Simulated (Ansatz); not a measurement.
**Se, response to strain**

The reference is Se (space group P3_121, No. 152; a = 4.5066 Å, c = 4.9888 Å; made of chains). Axes: x lies along a and z along c of the hexagonal cell.

Strains are applied to the cell and any free atomic positions relax; under biaxial strain the out-of-plane vector relaxes too; under stress the whole cell relaxes.

Method: Kohn–Sham DFT with the r2SCAN functional, run in Ansatz (a program for electronic structure) with PAW and 500 eV plane waves, without spin-orbit coupling, earlier PAW set.

Notes on the quantities. pressure: mean of the normal stresses, compression positive.

```csv
variant,band gap,electron mass,pressure,smallest direct gap
base,1.33 eV,"0.18 mₑ along c, 0.43 mₑ across (at H)",0.0 kbar,1.55 eV
"biaxial strain −3.27 %, plane normal [001], relaxed out of plane",1.10 eV,"0.15 mₑ out of plane, 0.32 mₑ in plane (at H)",3.6 kbar,1.27 eV
"biaxial strain −2.46 %, plane normal [001], relaxed out of plane",1.16 eV,"0.15 mₑ out of plane, 0.35 mₑ in plane (at H)",2.6 kbar,1.34 eV
"biaxial strain +0.86 %, plane normal [001], relaxed out of plane",1.39 eV,"0.19 mₑ out of plane, 0.47 mₑ in plane (at H)",-0.8 kbar,1.61 eV
"biaxial strain +3.29 %, plane normal [001], relaxed out of plane",?,?,?,?
isotropic strain −1.02 %,1.38 eV,"0.18 mₑ along c, 0.41 mₑ across (at H)",6.4 kbar,1.61 eV
uniaxial strain ε_xx = +0.59 %,1.34 eV,"0.18 mₑ along z, 0.44 mₑ across (at H)",-0.5 kbar,1.55 eV
uniaxial strain ε_yy = +1.20 %,1.35 eV,"0.18 mₑ along z, 0.46 mₑ across (off the base's special points)",-1.1 kbar,1.58 eV
"uniaxial stress, 8 GPa tension along z",zero,–,–,–
tensor shear ε_xz = −1.94 %,1.39 eV,–,0.5 kbar,1.65 eV
```

### Question
Complete the table.

### Answer

- biaxial strain +3.29 %, plane normal [001], relaxed out of plane, band gap: 1.54 eV
- biaxial strain +3.29 %, plane normal [001], relaxed out of plane, electron mass: 0.21 mₑ out of plane, 0.56 mₑ in plane (at H)
- biaxial strain +3.29 %, plane normal [001], relaxed out of plane, pressure: -2.4 kbar
- biaxial strain +3.29 %, plane normal [001], relaxed out of plane, smallest direct gap: 1.77 eV

The mesh was chosen for an insulator and is coarse for the gapless case. Effective masses come from finite differences of ±0.01 Å⁻¹. Stability under load was not tested beyond the relaxation. No dispersion term is included, though the crystal is made of layers, chains or molecules, so its spacings can come out too wide. The zero or small gap of Se under uniaxial stress, 8 GPa tension along z can change with the level of theory. k-point labels follow each cell's own Brillouin zone.
